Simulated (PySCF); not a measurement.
PySCF 2.14.0, HF/def2-svpd, df: Mo(OH)2(H)4 ([OH][MoH4][OH]), 9 atoms. The geometry is a generated start, not checked to be a minimum at this level.

```json
{
 "task": "energy",
 "method": "hf",
 "basis": "def2-svpd",
 "two_electron_scheme": "density fitting",
 "mol.max_memory": "3000 MB",
 "mf.max_cycle": "100",
 "mf.conv_tol": "1e-09 (default)",
 "effective_core_potentials": "those of the basis set, past Kr",
 "basis_functions": "128"
}
```

```xyz
9

Mo     0.0139    -0.1705    -0.2287
O      0.8531     1.3063     0.1716
H      1.4254     2.0720     0.2788
O     -0.9758    -0.2493     1.2029
H     -1.5971    -0.4172     1.9204
H     -0.6834    -1.6205    -0.6980
H     -1.1260     0.4286    -1.2124
H      1.2062    -1.1678     0.2257
H      0.8837    -0.1816    -1.6603
```

Charge 0 and multiplicity 1 are set for this test and not shown to be the ground state.

With the defaults (mf.diis = true, mf.level_shift = 0, mf.init_guess = minao, mf.diis_space = 8, mf.DIIS = CDIIS) it converges in 15 Fock builds. One run each on 2 threads, 1 BLAS thread, with these changes:
- mf.DIIS = ADIIS
- mf.level_shift = 1 Hartree
- mf.init_guess = 1e
- mf.diis_space = 5
- mf.diis = false
- mf.diis_space = 3
- mf.DIIS = EDIIS
- mf.level_shift = 0.1 Hartree
- mf.init_guess = atom

### Question
Which runs fail or end elsewhere than the default run?

### Answer
No convergence: mf.diis = false (the run ends without SCF convergence in 100 cycles). The rest reach the solution of the defaults.

```tsv
setting	Fock builds	end
the defaults	15	same solution
mf.init_guess = atom	15	same solution
mf.level_shift = 0.1 Hartree	16	same solution
mf.diis_space = 5	16	same solution
mf.diis_space = 3	19	same solution
mf.init_guess = 1e	19	same solution
mf.DIIS = ADIIS	24	same solution
mf.level_shift = 1 Hartree	31	same solution
mf.DIIS = EDIIS	49	same solution
mf.diis = false	101	no convergence
```
